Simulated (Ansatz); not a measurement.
Start from Cu3N (space group Pm-3m, No. 221; a = 3.8269 Å).

The values are results of Kohn–Sham DFT with the PBE functional, run in Ansatz (a first-principles code) with PAW and 420 eV plane waves, spin-orbit coupling left out, not measurements.

One change was made to it. Results:

| quantity | base | after |
|---|---|---|
| density | 6.06 g/cm³ | 6.28 g/cm³ |
| shortest interatomic distance | 1.913 Å | 1.891 Å |

Q: Name the change that was made.
A. pressure 15 GPa
B. pressure 9 GPa
C. pressure 30 GPa
D. pressure 4.5 GPa
E. pressure −2 GPa

A: D, pressure 4.5 GPa. For comparison, the density in the other runs: pressure 15 GPa gives 6.71 g/cm³; pressure 9 GPa gives 6.48 g/cm³; pressure 30 GPa gives 7.20 g/cm³; pressure −2 GPa gives 5.96 g/cm³.

A case with no gap was solved on a k-mesh chosen for an insulator, which is coarse for it. Load acts through the strain it causes; cell and atoms are relaxed under it. No phonon test of stability was made. Competing high-pressure phases were not computed. All final runs are without spin polarisation.
